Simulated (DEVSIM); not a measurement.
# abrupt InP p-n junction

Device: abrupt InP p-n junction, at 300 K.

| layer (left to right) | material | thickness (μm) | Nd (cm⁻³) | Na (cm⁻³) | τn (s) | τp (s) |
|---|---|---|---|---|---|---|
| 1 | InP | 0.420 | - | 1.7e15 | 3.6e-8 | 3.6e-8 |
| 2 | InP | 39.0 | 1.1e17 | - | 3.6e-8 | 3.6e-8 |

Left contact: ohmic. Right contact: ohmic. Voltage is applied to the left contact. Recombination: SRH at mid-gap, radiative. Mobility is μmin + (μ − μmin)/(1 + (N/Nref)^α).

The device is made up for the run: typed textbook-type constants, with dimensions and the other settings drawn at random. Values at 300 K.

```
parameter          InP
-------------  -------
gap (eV)         1.344
affinity (eV)     4.38
permittivity      12.5
Nc (cm⁻³)       5.7e17
Nv (cm⁻³)       1.1e19
μn (cm²/Vs)       5200
μp (cm²/Vs)        170
μn,min             400
μp,min              10
Nref,n            3e17
Nref,p          4.9e17
αn                0.47
αp                0.62
B (cm³/s)      1.2e-10
```

Model (solved in DEVSIM): 1D drift-diffusion, Boltzmann statistics, complete ionisation; no tunnelling, impact ionisation, image-force lowering or self-heating.

The potential step across the device at zero bias is 1.075 V and the largest field in the device at zero bias comes out as 31000 V/cm. The dark forward voltage at 1 A/cm² is 0.748 V and the dark forward voltage at 100 A/cm² comes out as 0.897 V.

Small-signal capacitance in reverse bias (quasi-static):

| V (V) | C (nF/cm²) |
|---|---|
| -0.1 | 25.3 |
| -0.25 | 25.1 |
| -0.5 | 24.9 |
| -0.75 | 24.7 |
| -1 | 24.5 |
| -1.5 | 24.1 |
| -2 | 23.7 |
| -2.5 | 23.4 |
| -3.25 | 22.9 |
| -4 | 22.5 |
| -5 | 21.9 |

Dark forward current:

```
V (V)  J (A/cm²)
-----  ---------
0.05     1.9e-10
0.10     7.1e-10
0.15      2.3e-9
0.20      8.1e-9
0.25      3.2e-8
0.30      1.5e-7
0.35      7.9e-7
0.40      4.6e-6
0.45      2.7e-5
0.50     0.00016
0.55     0.00098
0.60      0.0058
0.65       0.034
0.70        0.19
0.75         1.1
0.80         5.6
0.85          27
0.90         110
0.95         320
1.00         670
1.05        1100
1.10        1700
1.15        2200
```
